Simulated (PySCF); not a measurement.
PySCF 2.14.0, MP2 (frozen core)/def2-svp: B(OMe)3 (COB(OC)OC), 16 atoms. The geometry is a generated start, not checked to be a minimum at this level.

```yaml
task: mp2
basis: def2-svp
two_electron_scheme: exact four-centre integrals
frozen_core: true
mf.init_guess: minao (default)
mf.DIIS: CDIIS (default)
mf.diis_space: 8 (default)
mf.conv_tol: 1e-09 (default)
basis functions (reference run): 143
```

On 4 threads, 1 BLAS thread. Build: conda-forge: OpenMP (GNU), OpenBLAS with its own threads, libcint, Libxc. Each setting ran once; only counts and results are compared.

Values of mol.max_memory tried: 8000 MB, 4000 MB, 2000 MB, 1000 MB, 500 MB, 300 MB, 200 MB.

### Question
How low can the memory setting go, and what changes on the way?

### Answer
It runs down to 200 MB, the lowest tried, with the same result. At 8000 MB: SCF integrals in memory, transformation in memory. From 500 MB down: direct SCF, transformation through a file.

```csv
mol.max_memory,path,peak memory
8000 MB,"SCF integrals in memory, transformation in memory",0.74 GiB
4000 MB,"SCF integrals in memory, transformation in memory",0.74 GiB
2000 MB,"SCF integrals in memory, transformation in memory",0.74 GiB
1000 MB,"SCF integrals in memory, transformation in memory",0.74 GiB
500 MB,"direct SCF, transformation through a file",0.53 GiB
300 MB,"direct SCF, transformation through a file",0.53 GiB
200 MB,"direct SCF, transformation through a file",0.53 GiB
```

Peak memory is the kernel's count for the largest process, libraries included and scratch files not. The peak passes the setting at 500 MB, 300 MB, 200 MB: it is no hard cap. MP2's transformation through a file may take 2000 MB even at lower settings.
